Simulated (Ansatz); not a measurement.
Start from AlN in the wurtzite structure (space group P6_3mc, No. 186; a = 3.107 Å, c = 4.978 Å).

All numbers come from Ansatz (an electronic-structure program), r2SCAN, PAW, cutoff 500 eV, without spin-orbit coupling.

For the base:

| Property | Result |
|---|---|
| Valence-band top at Γ | 0.00, -0.22, -0.22 eV |
| Gap character | direct at Γ |
| Pressure | 0.1 kbar |

The change: an isotropic linear strain of −4.41 %; the atoms relax in the strained cell.

**Question.** How does this affect the valence-band top at Γ?

**Answer.** The valence-band top at Γ (three highest levels, from the VBM) changes from 0.00, -0.22, -0.22 eV to 0.00, -0.28, -0.28 eV.

**Question.** Estimate the effect on the gap character.

**Answer.** The gap character becomes indirect, Γ → K (base: direct at Γ).

**Question.** Predict the new pressure.

**Answer.** The pressure (mean of the normal stresses, compression positive) rises by 369.0 kbar, from 0.1 kbar to 369.1 kbar.

Stability against distortions was not tested.
